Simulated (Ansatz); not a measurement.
Consider ScPd in the CsCl type structure (space group Pm-3m, No. 221; a = 3.266 Å). Axes: x, y, z lie along the cube axes.

The values are results of plane-wave PAW DFT at the PBEsol level (Ansatz, a program for electronic structure, 420 eV), without spin-orbit coupling, not measurements.

Now apply this change: a free-standing slab of 6 layers (12 atoms, 2 a layer) is cut normal to [110], with 15 Å of vacuum and the in-plane cell held at bulk.

Problem. Estimate the effect on the excess energy per area of both faces.

Solution. The excess energy per area of both faces (slab less bulk energy over the cell's area: twice a surface energy) amounts to 2.7 J/m² (uncertain by up to 0.1 J/m²).

Problem. How does this affect the change of the spacing d12 from its bulk value of 2.310 Å?

Solution. The change of the spacing d12 from its bulk value of 2.310 Å comes out as -5.2 %.

Slab and bulk use different k-meshes, which limits the precision of the excess energy. Whether these cells are dynamically stable was not tested. All final runs are without spin polarisation.
